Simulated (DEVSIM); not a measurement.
System: abrupt GaAs n-p junction, at 450 K.

Layer 1 from the left is GaAs, thickness (μm) 0.280, Nd (cm⁻³) 1.8e17, τn (s) 1.5e-8, τp (s) 1.5e-8. Layer 2 from the left is GaAs, thickness (μm) 1.00, Na (cm⁻³) 2.2e17, τn (s) 1.5e-8, τp (s) 1.5e-8.

Left contact: ohmic. Right contact: ohmic. Voltage is applied to the left contact. Recombination: SRH at mid-gap, radiative, Auger. Mobility is μmin + (μ − μmin)/(1 + (N/Nref)^α).

This is a model device: material constants are rounded textbook-type values typed into the input, and sizes, dopings and lifetimes were drawn at random. Values at 300 K; Nc and Nv go as T^1.5, mobilities as T to minus their exponent, the gap by Varshni's rule with the affinity fixed.

GaAs: gap (eV) 1.424, affinity (eV) 4.07, permittivity 12.9, Nc (cm⁻³) 4.7e17, Nv (cm⁻³) 9e18, μn (cm²/Vs) 8500, μp (cm²/Vs) 400, μn,min 500, μp,min 20, Nref,n 6e16, Nref,p 1.5e17, αn 0.39, αp 0.38, T exponent of μn 2.1, T exponent of μp 2.2, B (cm³/s) 2e-10, Cn (cm⁶/s) 1e-30, Cp (cm⁶/s) 1e-30, Varshni α (eV/K) 0.000541, Varshni β (K) 204.

Simulated with DEVSIM: 1D drift-diffusion, Boltzmann statistics, complete ionisation; no tunnelling, impact ionisation, image-force lowering or self-heating.

Dark forward current:

```csv
|V| (V),|J| (A/cm²)
0.05,4.603e-7
0.10,1.321e-6
0.15,3.071e-6
0.20,6.864e-6
0.25,1.568e-5
0.30,3.795e-5
0.35,9.954e-5
0.40,0.0002848
0.45,0.0008805
0.50,0.002887
0.55,0.009845
0.60,0.03441
0.65,0.1220
0.70,0.4363
0.75,1.567
0.80,5.636
0.85,20.27
0.90,72.57
0.95,255.4
1.00,855.4
1.05,2566
```

Question: Work out the local ideality factor n = ΔV / (kT/q · ln(J2/J1)) between the rows 0.20 and 0.25 V, 0.75 and 0.80 V, 1.00 and 1.05 V.

Answer: kT/q = 38.78 mV. From 0.20 to 0.25 V: ln(1.568e-5/6.864e-6) = 0.826, n = 1.56. From 0.75 to 0.80 V: ln(5.636/1.567) = 1.280, n = 1.01, near the 1 of diffusion or emission over a barrier. From 1.00 to 1.05 V: ln(2566/855.4) = 1.099, n = 1.17.

Question: Estimate the current at 0.70 V from the Shockley equation with J0 = Σ q ni² D/(N L) coth(W/L), τ joining the SRH, radiative and Auger lifetimes that are on, and W taken as the whole layer.

Answer: ni² = 1.00e22 cm⁻⁶; holes in the n layer: μ = 83.4 cm²/Vs, D = 3.23 cm²/s, τ = 9.74e-9 s, L = 1.77 μm, W/L = 0.16, term 1.04e-9 A/cm²; electrons in the p layer: μ = 1500 cm²/Vs, D = 58.1 cm²/s, τ = 9.03e-9 s, L = 7.24 μm, W/L = 0.14, term 4.27e-9 A/cm². J0 = 5.31e-9 A/cm², and J = J0 exp(qV/kT) = 0.367 A/cm². The simulation gives 0.436 A/cm²; the estimate lies 16 % below. The estimate leaves out recombination in the depletion region and that region's share of W.
